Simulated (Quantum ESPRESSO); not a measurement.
**Converging the k-point mesh at a smearing width of 0.02 eV: Al (Fm-3m, 1 atom in the cell)**

```yaml
crystal:
  lattice:
    - [-2.03107, 0.00000, 2.03107]
    - [0.00000, 2.03107, 2.03107]
    - [-2.03107, 2.03107, 0.00000]
  atoms:
    - { symbol: Al, position: [0.00000, 0.00000, 0.00000] }
```

Computed with PBEsol, SSSP 1.1.2 efficiency (PBE) pseudopotentials (plane waves; Quantum ESPRESSO).

Base settings: ecutwfc = 35 Ry; ecutrho = 280 Ry; occupations = smearing; smearing = gaussian; degauss = 0.0073499 Ry; input_dft = pbesol; potentials = {Al: Al.pbe-n-kjpaw_psl.1.0.0.UPF}; K_POINTS = automatic 14 14 14 0 0 0; conv_thr = 1e-11 Ry; mixing_beta = 0.4.

In this ladder: degauss = 0.00147 Ry.

Only quantities that move along the ladder and can be compared are tabulated.

The count of work is k-points × plane waves × bands × iterations; it is no time. 

The starting cell has typed, rounded lattice constants, without a prior relaxation at this level. Its lattice was rescaled by up to half a per cent.

Steps (K_POINTS): automatic 5 5 5 0 0 0; automatic 6 6 6 0 0 0; automatic 7 7 7 0 0 0; automatic 9 9 9 0 0 0; automatic 10 10 10 0 0 0; automatic 13 13 13 0 0 0; automatic 15 15 15 0 0 0; automatic 18 18 18 0 0 0; automatic 22 22 22 0 0 0; automatic 27 27 27 0 0 0; automatic 33 33 33 0 0 0.

### Question
What is the coarsest K_POINTS that holds the free energy within 5 meV/atom of the last step, with all finer ones?

### Answer
automatic 13 13 13 0 0 0, at 0.087 of the last step's count of work; the step before is off by 21 meV/atom.

### Question
What is the coarsest K_POINTS that holds the pressure within 0.2 GPa of the last step, with all finer ones?

### Answer
automatic 13 13 13 0 0 0, at 0.087 of the last step's count of work; the step before is off by 0.24 GPa.

| K_POINTS | free energy less the last step's (meV/atom) | pressure (GPa) | count of work / last |
|---|---|---|---|
| automatic 5 5 5 0 0 0 | 60.13 | -0.81 | 0.010 |
| automatic 6 6 6 0 0 0 | -65.70 | -2.11 | 0.017 |
| automatic 7 7 7 0 0 0 | -44.13 | -3.39 | 0.021 |
| automatic 9 9 9 0 0 0 | 30.24 | -2.30 | 0.036 |
| automatic 10 10 10 0 0 0 | 20.76 | -2.88 | 0.049 |
| automatic 13 13 13 0 0 0 | 3.32 | -2.59 | 0.087 |
| automatic 15 15 15 0 0 0 | -0.18 | -2.78 | 0.12 |
| automatic 18 18 18 0 0 0 | 2.43 | -2.46 | 0.20 |
| automatic 22 22 22 0 0 0 | -2.49 | -2.54 | 0.34 |
| automatic 27 27 27 0 0 0 | -1.05 | -2.68 | 0.58 |
| automatic 33 33 33 0 0 0 | 0.00 | -2.64 | 1.0 |
